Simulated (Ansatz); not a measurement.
The starting structures come from a database of crystals and need not be the phases stable at ambient conditions.

Crystal: PbBrF (P4/nmm, not sure to be the ambient phase, 6 atoms a cell, 22.3 Å³ an atom); planes in its conventional cell.

Computed with r2SCAN (plane waves, PAW; Ansatz, an electronic-structure program).

The gap is the functional's own. No spin-orbit coupling. Mid-gap values are interpolated on the energy grid.

```json
[
 {"plane": "(111)", "area of the cell (Å²)": "48.4", "mid-gap κ (1/Å)": "0.25", "largest κ in the gap (1/Å)": "0.25"},
 {"plane": "(001)", "area of the cell (Å²)": "17.5", "mid-gap κ (1/Å)": "?", "largest κ in the gap (1/Å)": "?"}
]
```

Task: The slowest decay depends on the direction. Supply the withheld values.

Result: 
- (001), mid-gap κ (1/Å): 0.31
- (001), largest κ in the gap (1/Å): 0.31
